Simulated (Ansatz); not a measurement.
We look at the energy of the reaction as written. Reaction: cell B → cell A + 1/2 F2 (gas). Negative: the products are lower in energy.

Cell A: a stack of composition Ca4Si16HF7 built on Si (diamond, Fd-3m) (111), with 16 atoms on that crystal's sites, 28 atoms, hexagonal cell of 3.87 Å (13.0 Å²), symmetry P3m1 within 0.02 Å, 37.3 Å thick under 16 Å of vacuum, in-plane vectors held at the crystal's, which may strain the added film; planes from bottom to top: H | Si × 16 | Ca | F × 2 | Ca | F × 2 | Ca | F × 2 | Ca | F, its two faces unlike (dipole correction applied); spin state with PBE: run without spin, k-point mesh 9×9×1.
```xyz
28
Lattice="3.8679 0.0000 0.0000 1.9339 3.3497 0.0000 0.0000 0.0000 53.1839" Properties=species:S:1:pos:R:3 pbc="T T T"
Si     0.0000     0.0000     9.5040
Si     1.9339     1.1166    10.2651
Si     1.9339     1.1166    12.6300
Si     3.8679     2.2331    13.4199
Si     3.8679     2.2331    15.7873
Si     0.0000     0.0000    16.5766
Si     0.0000     0.0000    18.9444
Si     1.9339     1.1166    19.7335
Si     1.9339     1.1166    22.1013
Si     3.8679     2.2331    22.8903
Si     3.8679     2.2331    25.2579
Si     0.0000     0.0000    26.0470
Si     0.0000     0.0000    28.4152
Si     1.9339     1.1166    29.1992
Si     1.9339     1.1166    31.5599
Si     3.8679     2.2331    32.4454
Ca     1.9339     1.1166    34.7749
F      3.8679     2.2331    35.7053
F      1.9339     1.1166    37.2305
Ca     3.8679     2.2331    38.0714
F      0.0000     0.0000    38.8751
F      3.8679     2.2331    40.4737
Ca     0.0000     0.0000    41.2779
F      1.9339     1.1166    42.0890
F      0.0000     0.0000    43.6598
Ca     1.9339     1.1166    44.4678
F      3.8679     2.2331    45.2921
H      0.0000     0.0000     7.9990
```

Cell B: a stack of composition Ca4Si16HF8 built on Si (diamond, Fd-3m) (111), with 16 atoms on that crystal's sites, 29 atoms, hexagonal cell of 3.87 Å (13.0 Å²), symmetry P3m1 within 0.02 Å, 39.5 Å thick under 14 Å of vacuum, in-plane vectors held at the crystal's, which may strain the added film; planes from bottom to top: H | Si × 16 | F | Ca | F × 2 | Ca | F × 2 | Ca | F × 2 | Ca | F, in two parts with no bond between them, 3.9 Å apart at the widest; spin state with PBE: net moment 1.0 μB a cell, k-point mesh 9×9×1.
```xyz
29
Lattice="3.8679 0.0000 0.0000 1.9339 3.3497 0.0000 0.0000 0.0000 53.1537" Properties=species:S:1:pos:R:3 pbc="T T T"
Si     0.0000     0.0000     8.5981
Si     1.9339     1.1166     9.3598
Si     1.9339     1.1166    11.7253
Si     3.8679     2.2331    12.5156
Si     3.8679     2.2331    14.8834
Si     0.0000     0.0000    15.6723
Si     0.0000     0.0000    18.0408
Si     1.9339     1.1166    18.8294
Si     1.9339     1.1166    21.1981
Si     3.8679     2.2331    21.9868
Si     3.8679     2.2331    24.3560
Si     0.0000     0.0000    25.1436
Si     0.0000     0.0000    27.5155
Si     1.9339     1.1166    28.2974
Si     1.9339     1.1166    30.6891
Si     3.8679     2.2331    31.3962
F      3.8679     2.2331    35.3033
Ca     0.0000     0.0000    36.1282
F      1.9339     1.1166    36.9376
F      0.0000     0.0000    38.5089
Ca     1.9339     1.1166    39.3199
F      3.8679     2.2331    40.1264
F      1.9339     1.1166    41.7223
Ca     3.8679     2.2331    42.5291
F      0.0000     0.0000    43.3405
F      3.8679     2.2331    44.9110
Ca     0.0000     0.0000    45.7212
F      1.9339     1.1166    46.5458
H      0.0000     0.0000     7.0931
```

Reference: an isolated F2 molecule (singlet) in a box of 11 × 11 × 13 Å.

Computed with Ansatz (plane waves, PAW), its default PAW set, cutoff 420 eV, 500 eV for r2SCAN. The structures are at rest with PBE, within the held lattices; other levels are single points on them. HSE06 runs on coarser k-point meshes, mended by the PBE difference between the two meshes. Neutral cells; Fermi-Dirac smearing of at most 0.05 eV in the solids, energies taken to zero width. The lattices are those relaxed with PBE or held as stated, so at other levels the solids can be strained, which adds to the spread. Larger cells are relaxed from a start prepared with the learned potential CHGNet till forces fall under 0.03 eV/Å, which some starts already meet. A dispersion term (D3(BJ), or D4 for r2SCAN) was computed beside these levels and is taken off wherever the name lacks it. The PAW files were made for PBE and serve at the other functionals too. Space groups of crystals are read within 0.01 Å. Static lattices, no vibrational contributions. No structure search was made; lower ones may exist. No search over spin orders was made beyond those shown. No correction for cell size. Cell A has symmetry P3m1 within 0.02 Å and got no random move, so less symmetric positions, which may lie lower, weren't tried. Cell B has symmetry P3m1 within 0.02 Å and got no random move, so less symmetric positions, which may lie lower, weren't tried.

Problem. What value does HSE06 give?

Solution. 4.67 eV, for cell B → cell A + 1/2 F2 (gas).

Problem. How does the value move with the functional?

Solution. 
```
Level   value (eV)  less HSE06
------  ----------  ----------
PBE           4.46       -0.21
r2SCAN        4.81        0.14
```

The levels shown span 0.35 eV, from PBE (4.46) to r2SCAN (4.81).

Ansatz is a program for electronic structure.
